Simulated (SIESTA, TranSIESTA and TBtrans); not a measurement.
System: Ir chain with one O atom inserted. Leads: straight Ir chain, spacing 2.3 Å. Geometry: 3 atoms about the centre moved by SIESTA (PBE, DZP) to a largest force of 0.02 eV/Å, all others as built, motion along the axis alone. Transport runs along z; the first 6 and the last 6 of the 21 atoms are the lead cells, repeated to infinity.

```xyz
21
Lattice="9.000 0.000 0.000 0.000 9.000 0.000 0.000 0.000 47.300" Properties=species:S:1:pos:R:3 pbc="F F T"
Ir     4.500     4.500     0.000
Ir     4.500     4.500     2.300
Ir     4.500     4.500     4.600
Ir     4.500     4.500     6.900
Ir     4.500     4.500     9.200
Ir     4.500     4.500    11.500
Ir     4.500     4.500    13.800
Ir     4.500     4.500    16.100
Ir     4.500     4.500    18.400
Ir     4.500     4.500    20.637
O      4.500     4.500    22.503
Ir     4.500     4.500    24.363
Ir     4.500     4.500    26.600
Ir     4.500     4.500    28.900
Ir     4.500     4.500    31.200
Ir     4.500     4.500    33.500
Ir     4.500     4.500    35.800
Ir     4.500     4.500    38.100
Ir     4.500     4.500    40.400
Ir     4.500     4.500    42.700
Ir     4.500     4.500    45.000
```
Starting moments (μB): atom 7 +1, atom 8 +1, atom 9 +1, atom 10 +1, atom 11 +0.5, atom 12 +1, atom 13 +1, atom 14 +1, atom 15 +1; lead atoms +1 (left) and +1 (right).

Run with TranSIESTA and TBtrans (open boundaries, self-consistent; PseudoDojo norm-conserving potentials, scalar-relativistic): Spin polarized, PAO.BasisSize DZP, PAO.EnergyShift 0.15 eV, XC.Authors PBE, Mesh.Cutoff 200 Ry, ElectronicTemperature 300 K, TS.Voltage 0.0 eV, TBT.Elecs.Eta 0.001 eV.

Energies count from the leads' Fermi level. Transmissions are for each spin. The energy step is 0.01 eV; narrower resonances are cut or missed.

| E (eV) | T up | T down |
|---|---|---|
| -0.20 | 2.26 | 1.93 |
| -0.15 | 2.28 | 1.96 |
| -0.10 | 2.30 | 1.99 |
| -0.05 | 2.32 | 2.02 |
| 0.00 | 2.33 | 2.06 |
| 0.05 | 2.35 | 2.08 |
| 0.10 | 2.37 | 2.11 |
| 0.15 | 2.38 | 2.13 |
| 0.20 | 2.39 | 2.16 |

Q: Give the zero-bias conductance in μS and the resistance at 300 K.

A: At the Fermi level the mean of both spins is (2.33 + 2.06)/2 = 2.20. Averaged with −∂f/∂E over the full grid (kT = 25.9 meV) it is 2.19. With G0 = 2e²/h = 77.48 μS, G = 170 μS and R = 1/G = 5.88 kΩ.

Q: The eigenchannels at the Fermi level (both spins) transmit 0.814, 0.814, 0.695, 0.0115, 0.716, 0.716, 0.591, 0.0127. What Fano factor of the shot noise follows at low temperature and bias?

A: F = Σ τ(1 − τ)/Σ τ = 1.19/4.37 = 0.27.

The magnetic order of the leads was set by the start, and no other order was tried; the separate lead runs end at 0.77 (left) and 0.77 (right) μB an atom. The straight chain is held at its spacing; free chains may zigzag or dimerise. Spin-orbit coupling, left out here, matters for the heavy atoms.
